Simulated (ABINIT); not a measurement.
Band structure of Bi (R-3m, 2 atoms in the cell).

```
CELL_PARAMETERS angstrom
      4.12000    -2.24998     0.00000
      4.12000     2.24998     0.00000
      2.89126     0.00000     3.69829
ATOMIC_POSITIONS crystal
  Bi 0.23400 0.23400 0.23400
  Bi 0.76600 0.76600 0.76600
```

Level of theory: PBE, norm-conserving pseudopotentials (PseudoDojo nc-sr-05 PBE standard) (plane waves; ABINIT).

Settings: pseudos = [Bi.upf]; ecut = 33 Ha; occopt = 6; tsmear = 0.00183747 Ha; ngkpt = 6 6 6; nshiftk = 1; shiftk = 0 0 0; potentials = PseudoDojo nc-sr-05 PBE standard; kptopt = 1; nstep = 100; toldfe1 = 1e-09 Ha; ndtset = 2; getden2 = 1.

The starting cell has typed, rounded lattice constants, without a prior relaxation at this level. Its lattice was rescaled by a random factor within 2.5 % of one. Spin-orbit coupling is off.

Levels in eV from the Fermi level, bands 12 to 19:
```
point      12     13     14     15     16    17    18    19
-----  ------  -----  -----  -----  -----  ----  ----  ----
Γ       -7.26  -1.43  -1.15  -1.15   2.64  3.12  3.12  5.75
L      -10.51  -1.25  -1.12  -0.17  -0.15  0.61  1.12  7.65
B1     -10.16  -4.13  -4.03  -0.31   0.89  5.14  5.16  6.29
```

Bands cross the Fermi level along this path, so the cell is metallic at this level.
